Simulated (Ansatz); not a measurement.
**Response to strain in TiO2**

The parent structure is TiO2 in the anatase structure (space group I4_1/amd, No. 141).

```
TiO2
1.0
   -1.86967     1.86967     4.72754
    1.86967    -1.86967     4.72754
    1.86967     1.86967    -4.72754
Ti O
2 4
Direct
  0.75000   0.25000   0.50000
  0.00000   0.00000   0.00000
  0.54202   0.04202   0.50000
  0.79202   0.79202   0.00000
  0.20798   0.20798   0.00000
  0.95798   0.45798   0.50000
```

Cartesian axes are those of the cell as printed.

Strains are applied to the cell and any free atomic positions relax.

The values are results of LDA/PAW in Ansatz (an electronic-structure program), spin-orbit coupling left out, not measurements.

Notes on the quantities. energy relative to the base: free energy F.

```json
[
 {"change": "base", "shortest interatomic distance": "1.911 Å", "energy relative to the base": "0 meV/atom", "smallest direct gap": "2.44 eV"},
 {"change": "tensor shear ε_xz = +1.33 %", "shortest interatomic distance": "[?]", "energy relative to the base": "+1.1 meV/atom", "smallest direct gap": "2.44 eV"},
 {"change": "tensor shear ε_xz = +2.00 %", "shortest interatomic distance": "1.906 Å", "energy relative to the base": "[?]", "smallest direct gap": "2.45 eV"},
 {"change": "tensor shear ε_xz = +0.33 %", "shortest interatomic distance": "1.910 Å", "energy relative to the base": "+0.1 meV/atom", "smallest direct gap": "2.44 eV"},
 {"change": "tensor shear ε_xz = +1.67 %", "shortest interatomic distance": "1.906 Å", "energy relative to the base": "+1.8 meV/atom", "smallest direct gap": "2.44 eV"},
 {"change": "tensor shear ε_xz = +1.00 %", "shortest interatomic distance": "1.908 Å", "energy relative to the base": "+0.6 meV/atom", "smallest direct gap": "2.44 eV"},
 {"change": "tensor shear ε_xz = +0.67 %", "shortest interatomic distance": "1.910 Å", "energy relative to the base": "+0.3 meV/atom", "smallest direct gap": "2.44 eV"}
]
```

Some entries are withheld; estimate them.


- tensor shear ε_xz = +1.33 %, shortest interatomic distance: 1.907 Å
- tensor shear ε_xz = +2.00 %, energy relative to the base: +2.6 meV/atom

No phonon test of stability was made. All final runs are without spin polarisation.
